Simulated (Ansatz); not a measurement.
# PbO2 in the CdI2 type structure (space group P-3m1, No. 164; a hypothetical phase, not in the database extracts checked; layered, stacked along the Cartesian z axis)

```cif
data_O2Pb
_chemical_formula_sum 'Pb1 O2'
_space_group_name_H-M_alt 'P-3m1'
_space_group_IT_number 164
_space_group_name_Hall '-P 3 2"'
_cell_length_a 3.37158
_cell_length_b 3.37158
_cell_length_c 4.36059
_cell_angle_alpha 90.000
_cell_angle_beta 90.000
_cell_angle_gamma 120.000
loop_
_atom_site_label
_atom_site_type_symbol
_atom_site_symmetry_multiplicity
_atom_site_Wyckoff_symbol
_atom_site_fract_x
_atom_site_fract_y
_atom_site_fract_z
_atom_site_occupancy
Pb1 Pb 1 a 0.00000 0.00000 0.00000 1
O1 O 2 d 0.33333 0.66667 0.23758 1
```

Level of theory: r2SCAN+rVV10/PAW in Ansatz (an electronic-structure program), no SOC. k-mesh 11×11×8 (Γ-centred); smearing 0.05 eV (Fermi–Dirac).

```json
{
 "volume_per_atom": "14.31 Å³",
 "density": "9.25 g/cm³",
 "band_gap": "0.52 eV (uncertain: the edges found on the path are not clean extrema)",
 "total_energy": "-4350.493 eV/atom (σ→0; compares only within this code and set-up)"
}
```

With Pb present, leaving out spin-orbit coupling can change the band edges. Stability against distortions was not tested.
